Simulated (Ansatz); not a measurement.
For BiVO₄ (I4₁/a, No. 88; start COD 9012062; high-temperature phase), LDA in Ansatz (PAW) gives:

| Quantity | Value |
|---|---|
| lattice parameter a | 5.063 Å |
| c axis length | 11.431 Å |

What does r²SCAN+rVV10 (Ansatz, a program for electronic structure, plane waves, PAW) give for the same quantities?


- lattice constant a: 5.106 Å (increases by 0.8 %)
- lattice parameter c: 11.567 Å (grows by 1.2 %)

Changes are worked out from the printed values.

Unless a cell is named, each level is at its own relaxed cell (LDA 12.21, r²SCAN+rVV10 12.57 Å³/atom).

Levels without +SOC leave out spin–orbit coupling, which shifts energies and cells of such heavy elements.

The crystal itself was run without spin with LDA, r²SCAN+rVV10.

Caveats: the relaxation could not lower the start's symmetry, so the cell can be a saddle point above a distorted one (LDA, r²SCAN+rVV10). Ansatz's density-functional and Hartree–Fock values are scalar-relativistic unless marked +SOC, with PAW data made under PBE.
